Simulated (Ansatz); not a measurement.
# What x(As) = 0.5, 8 atoms, R3m does to CdSe

The parent structure is CdSe in the zinc blende structure (space group F-43m, No. 216; a = 6.082 Å).

The other end (x = 1) is CdAs in the zinc blende structure (space group F-43m, No. 216; a hypothetical phase, not in the database extracts checked): 27.16 Å³/atom, gap zero; this end may not be an ambient phase.

Modification: a fraction x = 0.5 of the Se sites is given to As, ordered in a cell of 8 atoms (starting symmetry R3m) and fully relaxed.

Computed with PBEsol, PAW, 420 eV (Ansatz, an electronic-structure program; without spin-orbit coupling). Γ-centred 13×13×13 mesh, Fermi–Dirac width 0.05 eV, for the changed cell.

```json
[
 {"quantity": "volume per atom", "base": "28.12 Å³", "changed": "27.59 Å³", "shift": "-0.53 Å³"},
 {"quantity": "density", "base": "5.65 g/cm³", "changed": "5.70 g/cm³", "shift": "+0.05 g/cm³"},
 {"quantity": "shortest interatomic distance", "base": "2.634 Å", "changed": "2.584 Å", "shift": "-0.050 Å"},
 {"quantity": "band gap", "base": "0.48 eV", "changed": "zero", "shift": "–"},
 {"quantity": "mixing energy (to 0.01 eV only: unlike meshes or grids) (against an end that may be hypothetical)", "base": "–", "changed": "+0.02 eV/atom", "shift": "–"},
 {"quantity": "deviation of the volume from the linear (Vegard-type) interpolation", "base": "–", "changed": "-0.2 %", "shift": "–"},
 {"quantity": "mean first-shell distances", "base": "–", "changed": "Se–Cd 2.618 Å (end compound 2.634 Å), As–Cd 2.627 Å (end compound 2.603 Å)", "shift": "–"}
]
```

Final structure:

```
Cd2AsSe
1.0
    2.09257     1.20814    14.54992
   -2.09257     1.20814    14.54992
    0.00000    -2.41629    14.54992
Se As Cd
2 2 4
Cartesian
  0.00000   0.00000  40.94963
  0.00000   0.00000   8.25254
  0.00000   0.00000  19.18528
  0.00000   0.00000  30.07306
  0.00000   0.00000  43.57732
  0.00000   0.00000  10.86287
  0.00000   0.00000  21.77866
  0.00000   0.00000  32.65697
```

Each cell is one ordered arrangement of few atoms, which overstates ordering effects compared with a random alloy. No phonon test of stability was made. The final runs are not spin-polarised. An odd electron count without spin: CdAs.
